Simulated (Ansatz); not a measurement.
Take Ba in the bcc (W type) structure (space group Im-3m, No. 229; a = 4.882 Å; relaxed with 0.1 eV smearing) as the base. Axes: x, y, z lie along the cube axes.

Structures relaxed with PBEsol (Ansatz, a program for electronic structure; PAW; 420 eV plane waves; scalar-relativistic without spin-orbit coupling).

Base:

Simulated powder pattern, Cu Kα1, λ = 1.54056 Å (kinematic, ideal powder, no thermal factors, no anomalous dispersion; the 14 strongest lines at most, above 2 %, up to 2θ = 90°):

```
2θ (°)  I/Imax (%)    hkl
------  ----------  -----
25.79          100  (110)
36.79           20  (200)
45.47           43  (211)
53.01           14  (220)
59.86           19  (310)
66.26          4.6  (222)
72.37           21  (321)
78.27          2.2  (400)
84.04           11  (411)
89.76          6.5  (420)
```

The change: biaxial strain +2.00 %, plane normal [001], relaxed out of plane (Cartesian); in-plane vectors clamped, the third vector and the atoms free.

After the change:

Simulated powder pattern, Cu Kα1, λ = 1.54056 Å (kinematic, ideal powder, no thermal factors, no anomalous dispersion; the 14 strongest lines at most, above 2 %, up to 2θ = 90°):

| 2θ (°) | d (Å) | I/Imax (%) | hkl |
|---|---|---|---|
| 25.27 | 3.521 | 53 | (110) |
| 25.82 | 3.448 | 100 | (101) |
| 36.04 | 2.490 | 21 | (200) |
| 37.62 | 2.389 | 9.3 | (002) |
| 44.87 | 2.018 | 45 | (211) |
| 45.86 | 1.977 | 21 | (112) |
| 53.08 | 1.724 | 14 | (202) |
| 58.57 | 1.575 | 10 | (310) |
| 58.85 | 1.568 | 9.9 | (301) |
| 61.03 | 1.517 | 8.8 | (103) |
| 70.98 | 1.327 | 11 | (321) |
| 71.73 | 1.315 | 11 | (312) |
| 72.97 | 1.295 | 10 | (213) |
| 82.27 | 1.171 | 7.7 | (411) |

The indices refer to the base's conventional cell; one index is shown for lines that coincide. The space group is now I4/mmm (No. 139).

No phonon test of stability was made.
